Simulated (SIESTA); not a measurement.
Worked example: self-consistent single point of VOF (R-3m, 6 atoms in the cell) in SIESTA.

Method: LDA PW92, numerical atomic orbitals DZP, PseudoDojo LDA standard norm-conserving potentials (rewritten from UPF to PSML) (SIESTA 5.4.2).

```
CELL_PARAMETERS angstrom
      1.72039     0.99327     6.02031
     -1.72039     0.99327     6.02031
      0.00000    -1.98654     6.02031
ATOMIC_POSITIONS crystal
  V  0.23946 0.23946 0.23946
  V  0.76054 0.76054 0.76054
  O  0.12491 0.12491 0.12491
  O  0.87509 0.87509 0.87509
  F  0.37335 0.37335 0.37335
  F  0.62665 0.62665 0.62665
```
Moments meant for the start (each program seeds them in its own way; μB, in the order of the atoms V V O O F F): 2.0 2.0 0.0 0.0 0.0 0.0.

Reference input (self-consistent single point, DFT, LDA PW92, numerical atomic orbitals DZP, PseudoDojo LDA standard norm-conserving potentials (rewritten from UPF to PSML)): XC.functional = LDA; XC.authors = PW92; potentials = PseudoDojo LDA standard; PAO.BasisSize = DZP; PAO.EnergyShift = 0.01 Ry; MeshCutoff = 300 Ry; kgrid.MonkhorstPack = 6 6 6; OccupationFunction = FD; ElectronicTemperature = 232.09 K; Spin = polarized; DM.InitSpin = [1 +2.00, 2 +2.00, 3 +0.00, 4 +0.00, 5 +0.00, 6 +0.00]; MaxSCFIterations = 150. This run's input differs from it in these lines:

```diff
@@ -33,5 +33,5 @@
 %block kgrid.MonkhorstPack
-    6   0   0  0.0
-    0   6   0  0.0
-    0   0   6  0.0
+    5   0   0  0.0
+    0   5   0  0.0
+    0   0   5  0.0
 %endblock kgrid.MonkhorstPack
```

Output (repeated stretches shortened):

```
        iscf     Eharris(eV)        E_KS(eV)     FreeEng(eV)     dDmax    Ef(eV) dHmax(eV)
   scf:    1    -6225.789243    -6242.128453    -6242.128533  0.789453 -2.411915 10.874428
     spin moment: {S} , |S| = {        0.0        0.0    4.00000 }     4.00000
   scf:    2    -6252.982373    -6248.011428    -6248.011444  0.067936 -3.095529  7.658146
     spin moment: {S} , |S| = {        0.0        0.0    4.00000 }     4.00000
   scf:    3    -6250.505816    -6252.231905    -6252.231914  0.128495 -4.444510  3.413957
     spin moment: {S} , |S| = {        0.0        0.0    4.00000 }     4.00000
   [... lines left out ...]
     spin moment: {S} , |S| = {        0.0        0.0    4.00000 }     4.00000
   scf:   12    -6252.781104    -6252.781095    -6252.781096  0.000201 -4.673655  0.003367
     spin moment: {S} , |S| = {        0.0        0.0    4.00000 }     4.00000
   scf:   13    -6252.781104    -6252.781100    -6252.781100  0.000249 -4.674976  0.005012
     spin moment: {S} , |S| = {        0.0        0.0    4.00000 }     4.00000
   scf:   14    -6252.781102    -6252.781101    -6252.781101  0.000052 -4.674573  0.000651
     spin moment: {S} , |S| = {        0.0        0.0    4.00000 }     4.00000
SCF Convergence by DM+H criterion
max |DM_out - DM_in|         :     0.0000521885
max |H_out - H_in|      (eV) :     0.0006507739
SCF cycle converged after 14 iterations

Using DM_out to compute the final energy and forces

siesta: E_KS(eV) =            -6252.7811

siesta: E_KS - E_eggbox =     -6252.7811

siesta: Atomic forces (eV/Ang):
     1    0.000000   -0.000000   -0.301109
     2    0.000000    0.000000    0.301109
     3    0.000000   -0.000000    0.224009
     4   -0.000000    0.000000   -0.224009
     5   -0.000000    0.000000    0.283033
     6   -0.000000   -0.000000   -0.283033
   Tot    0.000000   -0.000000   -0.000000
   Max    0.301109
   Res    0.156686    sqrt( Sum f_i^2 / 3N )
   Max    0.301109    constrained

   [... lines left out ...]
siesta: FreeEng =     -6252.781101
siesta: Cell volume =         61.725681 Ang**3
siesta:        -221.14504380       -208.20066064  kBar
   [... lines left out ...]

mulliken: Qtot =       24.000

Mulliken Atomic Populations:
Atom #   charge [q] valence [e]      Sz [e]  Species
     1     0.799457   12.200543    2.140759  V
     2     0.799457   12.200543    2.140759  V
     3    -0.552503    6.552503   -0.123208  O
     4    -0.552503    6.552503   -0.123208  O
     5    -0.246954    7.246954   -0.017551  F
     6    -0.246954    7.246954   -0.017551  F
 Total    -0.000000                4.000000
```

The run converged in 14 iterations. Against the reference run the free energy hardly moves (within 1 meV/atom), the pressure moves little (-22.12 to -22.11 GPa), the largest force hardly changes (0.304 to 0.301 eV/Å), the gap on the mesh goes from 0.459 to 0.488 eV and the size of the net moment stays at 0.67 μB/atom.

The starting cell comes from a database of computed structures (which also holds hypothetical and non-ambient phases and stackings), without a prior relaxation at this level. The magnetic order is the one reached from the typed start; others were not searched systematically. Values carry the incompleteness of an atom-centred basis. With a pressure of about -22 GPa the cell is away from its equilibrium volume at this level.

Cost on one core of a shared machine: roughly 2 min.
